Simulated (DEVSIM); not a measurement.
Structure: Si p+/n-/n+ power diode, at 250 K.

| layer (left to right) | material | thickness (μm) | Nd (cm⁻³) | Na (cm⁻³) | τn (s) | τp (s) |
|---|---|---|---|---|---|---|
| 1 | Si | 1.20 | - | 4.1e18 | 2.7e-6 | 2.7e-6 |
| 2 | Si | 40.0 | 1.7e15 | - | 2.7e-6 | 2.7e-6 |
| 3 | Si | 2.60 | 3.6e18 | - | 2.7e-6 | 2.7e-6 |

Left contact: ohmic. Right contact: ohmic. Voltage is applied to the left contact. Recombination: SRH at mid-gap. Mobility is constant in doping.

Constants are typed, rounded textbook-type inputs, not results; the design itself was drawn at random and stands for no fabricated device. Values at 300 K; Nc and Nv go as T^1.5, mobilities as T to minus their exponent, the gap by Varshni's rule with the affinity fixed.

| parameter | Si |
|---|---|
| gap (eV) | 1.124 |
| affinity (eV) | 4.05 |
| permittivity | 11.7 |
| Nc (cm⁻³) | 2.86e19 |
| Nv (cm⁻³) | 3.1e19 |
| μn (cm²/Vs) | 1417 |
| μp (cm²/Vs) | 470 |
| T exponent of μn | 2.3 |
| T exponent of μp | 2.2 |
| Varshni α (eV/K) | 0.000473 |
| Varshni β (K) | 636 |

DEVSIM, 1D drift-diffusion, Boltzmann statistics, complete ionisation; no tunnelling, impact ionisation, image-force lowering or self-heating.

The thickness of layer 2 was swept, all else fixed.

```
thickness of layer 2 (μm)  dark forward voltage at 1 A/cm² (V)  dark forward voltage at 100 A/cm² (V)
-------------------------  -----------------------------------  -------------------------------------
8                                                        0.787                                  0.892
14                                                       0.784                                  0.894
24                                                       0.780                                  0.896
40                                                       0.774                                  0.900
68                                                       0.766                                  0.909
120                                                      0.761                                  0.929
200                                                      0.766                                  0.972
```

From the first row to the last the dark forward voltage at 1 A/cm² goes from 0.787 to 0.766. From the first row to the last the dark forward voltage at 100 A/cm² goes from 0.892 to 0.972.
